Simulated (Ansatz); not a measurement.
An Ansatz (a program for electronic structure) run: LiNbO3 with a change (biaxial strain +2.91 %, plane normal [001], relaxed out of plane); PBE (Ansatz; PAW; 420 eV plane waves; without spin-orbit coupling), earlier PAW set.

Input:

Ansatz 0.2 input:
```yaml
crystal:
  lattice:
    - [5.34089088, 0, 0]
    - [2.67044544, 4.6253471809, 0]
    - [2.67044544, -1.5417823936, 4.6041565238]
  atoms:
    - { symbol: Li, position: [0.5947264384, 0.7026367808, 0.1079103424] }
    - { symbol: Li, position: [0.5947264384, 0.2026367808, 0.6079103424] }
    - { symbol: Nb, position: [0.0323710678, 0.9838144661, 0.9514433983] }
    - { symbol: Nb, position: [0.0323710678, 0.4838144661, 0.4514433983] }
    - { symbol: O, position: [0.8629815139, 0.873856867, 0.763258753] }
    - { symbol: O, position: [0.110598114, 0.2631616191, 0.763258753] }
    - { symbol: O, position: [0.4999028661, 0.6262402669, 0.763258753] }
    - { symbol: O, position: [0.4999028661, 0.373856867, 0.263258753] }
    - { symbol: O, position: [0.110598114, 0.1262402669, 0.263258753] }
    - { symbol: O, position: [0.8629815139, 0.7631616191, 0.263258753] }
basis: { ecutwfc: 420, ecutrho_ratio: 4, xc_grid: 2, fft_grid_basis: typed }
kpoints: { mp_grid: { grid: [8, 8, 8] } }
hamiltonian:
  xc: pbe
  dispersion: none
  pseudopotentials: { azcp: { folder: ./paw }, kind: paw }
scf: { occupations: { method: fermi_dirac, width: 0.05 } }
relax: { f_tol: 0.005, max_steps: 50, cell: { stress_tol: 0.01, fix: [a, b, gamma] } }
output: { forces: true, stress: true }
checkpoint: { write: state.ck, write_every: 1000 }
```

Output (explanatory and most iteration lines left out):

```
Relaxation: its limit of steps is 50 (relax.max_steps)
Pseudopotential: Li, paw, valence charge 3
Pseudopotential: Nb, paw, valence charge 13
Pseudopotential: O, paw, valence charge 6
Crystal: 10 atoms, lattice volume = 113.739 Å³
Basis set: ecut = 420 eV, 2217 PW (Γ), exchange–correlation on 72×72×80 points (8 copies of the dense FFT grid, shifted against one another)
Bands: 44, of which v1, the nominal top of the filled ones, is band 34 counted from 1 (33 counted from 0)
Symmetry: 6 space group operations
Space group: R3c (ITA 161), of the structure as read, at distance tolerance 4.8e-5 Å
k-points: 65 of 512 (time reversal used)
Functional: x = pbe(κ = 0.804, μ = 0.2195149727645171), c = pbe(β = 0.06672455060314922)
SCF iter   1: F=—  HF=-12930.898494 eV  |F-HF|=—  |Δ(HF+E_count)|=         —  Δρ=8.69e-2  dr2=9.65e0  ethr=3.10e-3  ⟨swp⟩=6.4  Hψ=11618  notcnv=0
SCF iter   2: F=—  HF=-12929.641831 eV  |F-HF|=—  |Δ(HF+E_count)|=    1.26e0  Δρ=4.22e-2  dr2=2.29e0  ethr=3.10e-3  ⟨swp⟩=2.0  Hψ=4805  notcnv=0  defer=245
SCF 1 converged in 8 iterations: F = -12929.352225 eV  dr2 = 6.14e-8
relax step   1: F+E_penalty+E_count = -12929.35222492 eV  Δ(F+E_penalty+E_count) = +0.000e0 eV  max|allowed force component| = 6.147e-1 eV/Å  Δτ_max = 0.0000 Å  P = -8.582 GPa  Ω = 113.739 Å³  fix = [a, b, gamma]  reactions: a -11.299, b -11.299 GPa  (8 SCF iters, dr2 threshold 1.00e-7 eV, accepted)
[... steps on the carried basis left out ...]
relax step   7: F+E_penalty+E_count = -12929.45831674 eV  Δ(F+E_penalty+E_count) = -1.901e-4 eV  max|allowed force component| = 3.197e-3 eV/Å  Δτ_max = 0.0105 Å  P = -3.467 GPa  Ω = 113.805 Å³  energy of the carried Pulay correction = -1.429e-4 eV  fix = [a, b, gamma]  reactions: a -5.200, b -5.200 GPa  (7 SCF iters, dr2 threshold 1.46e-8 eV, accepted)
Crystal: 10 atoms, lattice volume = 113.805 Å³
SCF iter   1: F=—  HF=-12929.458435 eV  |F-HF|=—  |Δ(HF+E_count)|=         —  Δρ=2.50e-5  dr2=1.77e-8  ethr=1.81e-8  ⟨swp⟩=3.3  Hψ=19628  notcnv=0
SCF iter   2: F=—  HF=-12929.458460 eV  |F-HF|=—  |Δ(HF+E_count)|=   2.48e-5  Δρ=1.26e-5  dr2=4.94e-9  ethr=2.60e-11  ⟨swp⟩=2.1  Hψ=4997  notcnv=0
SCF 8 converged in 6 iterations: F = -12929.458463 eV  dr2 = 1.01e-12
SCF converged after 6 iterations
Free energy (F): -12929.458463 eV
Internal energy: -12929.458463 eV  (E = F + TS)
E sigma→0 (E₀):  -12929.458463 eV
Fermi energy:    8.171126 eV
--- Forces (eV/Å), atoms counted from 1 ---
  atom   1  Li     0.00000000    -0.00000000    -0.00318221
  atom   2  Li     0.00000000    -0.00000000    -0.00318221
  atom   3  Nb    -0.00000000     0.00000000     0.00259890
  atom   4  Nb     0.00000000     0.00000000     0.00259890
  atom   5  O      0.00126452    -0.00045042     0.00019446
  atom   6  O     -0.00102234    -0.00086989     0.00019446
  atom   7  O     -0.00024218     0.00132032     0.00019446
  atom   8  O     -0.00126452    -0.00045042     0.00019446
  atom   9  O      0.00024218     0.00132032     0.00019446
  atom  10  O      0.00102234    -0.00086989     0.00019446
--- Stress (GPa, compression-positive) ---
       -5.198593       0.000000      -0.000000
       -0.000000      -5.198593       0.000000
        0.000000       0.000000       0.000394
  P = ⅓ Tr σ = -3.4656 GPa (-34.656 kbar)
--- Relaxed structure (7 steps of the walk, 7 accepted, 1 SCFs on fresh bases) ---
  cell:  # Å, volume = 113.8046 Å³
    - [5.340890879988092, -7.021742927221517e-42, -1.8576854848515386e-34]
    - [2.670445439994046, 4.625347180910313, -1.6743574593954877e-11]
    - [2.670445439994046, -1.5417823936200947, 4.606824560239583]
  atoms:
    - { symbol: Li, position: [0.5943168486988596, 0.7028415756505701, 0.10852472695171064] }
    - { symbol: Li, position: [0.5943168486988595, 0.2028415756505703, 0.6085247269517108] }
    - { symbol: Nb, position: [0.033479828360515995, 0.983260085819742, 0.9497802574592261] }
    - { symbol: Nb, position: [0.033479828360515995, 0.4832600858197421, 0.44978025745922606] }
    - { symbol: O, position: [0.876167904119405, 0.862430335011776, 0.763608338429688] }
    - { symbol: O, position: [0.09882199658208801, 0.26140176086881917, 0.7636083384296879] }
    - { symbol: O, position: [0.49779342243913116, 0.6397762425490929, 0.763608338429688] }
    - { symbol: O, position: [0.49779342243913133, 0.3624303350117758, 0.2636083384296878] }
    - { symbol: O, position: [0.09882199658208804, 0.13977624254909288, 0.26360833842968784] }
    - { symbol: O, position: [0.8761679041194051, 0.761401760868819, 0.26360833842968784] }
```

Stability against distortions was not tested. The cell was made from LiNbO$_{3}$ (space group R3c, No. 161) by this change: biaxial strain +2.91 %, plane normal [001], relaxed out of plane.
